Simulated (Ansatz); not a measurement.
Converging the k-point mesh: ScCrC₂ (P3m1, 8 atoms in the cell)

```yaml
crystal:
  lattice:
    - [3.25612, 0.00000, 0.00000]
    - [-1.62806, 2.81988, 0.00000]
    - [0.00000, 0.00000, 9.03793]
  atoms:
    - { symbol: Sc, position: [0.00000, 0.00000, 0.50553] }
    - { symbol: Sc, position: [0.00000, 0.00000, 0.00000] }
    - { symbol: Cr, position: [0.33333, 0.66667, 0.25000] }
    - { symbol: Cr, position: [0.66667, 0.33333, 0.75000] }
    - { symbol: C, position: [0.33333, 0.66667, 0.83426] }
    - { symbol: C, position: [0.66667, 0.33333, 0.16574] }
    - { symbol: C, position: [0.66667, 0.33333, 0.33426] }
    - { symbol: C, position: [0.33333, 0.66667, 0.66574] }
```

Method: PBEsol, default PAW files made with PBE (plane waves; Ansatz, a program for electronic structure).

Base settings: basis.ecutwfc = 420 eV; kpoints.mp_grid.grid = 12 12 4; hamiltonian.xc = pbesol; hamiltonian.pseudopotentials = {kind: paw} (the program's default PAW files); scf.occupations.method = fermi_dirac; scf.occupations.width = 0.1 eV.

The second cell is the first with its lattice scaled by 0.98.

Only quantities that move along the ladder and can be compared are tabulated.

The count of work is k-points × plane waves × bands × iterations; it is no time. 

The starting cell comes from a database of computed structures (which also holds hypothetical and non-ambient phases and stackings), without a prior relaxation at this level. Its lattice was rescaled by up to half a per cent. One atom was moved a little off its site on purpose. Spin polarisation is off. In the base run, with a pressure of about -7 GPa the cell is away from its equilibrium volume at this level. Ansatz's pressure includes its estimate of the finite-basis (Pulay) stress.

| kpoints.mp_grid.grid | free energy less the last step's (meV/atom) | energy of the compressed cell less the first (meV/atom) | pressure (GPa) | largest difference of a force vector from the last step's (eV/Å) | count of work / last |
|---|---|---|---|---|---|
| 2 2 1 | 113.59 | 14.80 | -3.66 | 0.490 | 0.0034 |
| 3 3 1 | 35.01 | 0.40 | -7.00 | 0.845 | 0.0045 |
| 4 4 2 | -11.58 | -0.63 | -7.33 | 0.266 | 0.012 |
| 5 5 2 | 9.50 | 1.17 | -6.86 | 0.177 | 0.013 |
| 6 6 2 | -5.35 | -0.82 | -7.37 | 0.023 | 0.021 |
| 7 7 3 | 3.90 | 0.87 | -6.95 | 0.052 | 0.030 |
| 9 9 3 | -0.52 | 0.29 | -7.11 | 0.057 | 0.047 |
| 11 11 4 | -0.88 | -0.10 | -7.19 | 0.014 | 0.088 |
| 12 12 4 | 0.33 | 0.26 | -7.11 | 0.010 | 0.10 |
| 15 15 5 | 0.14 | 0.12 | -7.14 | 0.008 | 0.18 |
| 28 28 9 | 0.00 | 0.09 | -7.15 | 0.000 | 1.0 |

Coarsest kpoints.mp_grid.grid that holds the free energy within 1 meV/atom of the last step, with all finer ones: 9 9 3, at 0.047 of the last step's count of work; the step before is off by 3.9 meV/atom.

Coarsest kpoints.mp_grid.grid that holds the pressure within 0.1 GPa of the last step, with all finer ones: 9 9 3, at 0.047 of the last step's count of work; the step before is off by 0.19 GPa.

The energy difference between the two cells stays within 1 meV/atom of the last step's from 6 6 2 on, the total only from 9 9 3 on: much of the error is common to both cells and cancels.

Keys are those of Ansatz 0.2.
